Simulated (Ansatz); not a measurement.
For NbC2 (model structure, started from the YC2 type, I4/mmm, No. 139, 3 atoms in the cell), PBEsol in Ansatz (PAW) gives:

```
Property               Value
-------------------  -------
lattice constant a   3.159 Å
lattice parameter c  5.857 Å
bulk modulus B0      248 GPa
```

Problem. What does r²SCAN (PAW; Ansatz, an electronic-structure program) give for the same quantities?

Solution. 
- lattice constant a: 3.205 Å (grows by 1.5 %)
- lattice parameter c: 5.871 Å (rises by 0.2 %)
- bulk modulus: 227 GPa (shrinks by 8.5 %)

Changes are worked out from the printed values.

Unless a cell is named, each level is at its own relaxed cell (PBEsol 9.74, r²SCAN 10.05 Å³/atom).

Caveats: the bulk modulus is −V dP/dV from two relaxed cells at ±2 % in volume (PBEsol, r²SCAN). Ansatz's density-functional and Hartree–Fock values are scalar-relativistic unless marked +SOC, with PAW data made under PBE.

A model structure was made by putting elements into a prototype or built by hand; it is no filed structure, need not be a known phase, and can be a saddle point held by its symmetry.
